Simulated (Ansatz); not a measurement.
A thin film of MgS in the rock salt structure is deposited stress-free at 875 K on a thick substrate of Cu (fcc (Cu type), Fm-3m) and cooled to 300 K. Take the in-plane direction as the cubic or basal-plane axis of each crystal, and these free lattice constants from quasi-harmonic approximation on Ansatz (a program for electronic structure), PBEsol functional, plane-wave PAW.

```json
[
 {"crystal": "MgS", "a at 300 K (Å)": "5.21213", "a at 875 K (Å)": "5.27357"},
 {"crystal": "Cu", "a at 300 K (Å)": "3.57912", "a at 875 K (Å)": "3.61518"}
]
```

 Spin-orbit coupling is not included.

Task: What in-plane thermal strain does the film carry at 300 K, and is it tensile or compressive?

Result: With logarithmic strains ln(a_hot/a_300): left free, the film would shrink by 1.172 % and the substrate by 1.003 %. The film is held to the substrate, so its strain is 0.169 %: tensile. Plastic relief and phase changes are ignored.
